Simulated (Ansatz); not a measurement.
Consider Ba3As2 (space group P-3m1, No. 164; a hypothetical phase, not in the database extracts checked).

```yaml
crystal:
  lattice:
    - [5.58980, 0.00000, 0.00000]
    - [-2.79490, 4.84091, 0.00000]
    - [0.00000, 0.00000, 7.11116]
  atoms:
    - { symbol: As, position: [0.33333, 0.66667, 0.21536] }
    - { symbol: As, position: [0.66667, 0.33333, 0.78464] }
    - { symbol: Ba, position: [0.00000, 0.00000, 0.00000] }
    - { symbol: Ba, position: [0.33333, 0.66667, 0.69420] }
    - { symbol: Ba, position: [0.66667, 0.33333, 0.30580] }
```

Cartesian axes are those of the cell as printed.

Calculations: PBE (Ansatz, an electronic-structure program; PAW; 420 eV plane waves; scalar-relativistic without spin-orbit coupling).

Modification: the cell is stretched by 4.57 % along z with no lateral relaxation, atoms relaxed at fixed cell.

Task: Predict the stress tensor and what it implies for the stiffness.

Result: Stress of the strained cell less that of the base (GPa, compression positive):
```
  -0.96    0.00    0.00
   0.00   -0.96    0.00
   0.00    0.00   -0.93
```

Then −Δσ_ii/ε with ε = 0.0457 gives secant stiffness values (nonlinear terms included at this strain): C33 ≈ 20 GPa, C13 ≈ 21 GPa and C23 ≈ 21 GPa.

As a check, the harmonic strain energy −½ V₀ Δσ:ε is 5.1 meV/atom; the computed energy rise is 5.8 meV/atom.

Whether these cells are dynamically stable was not tested.
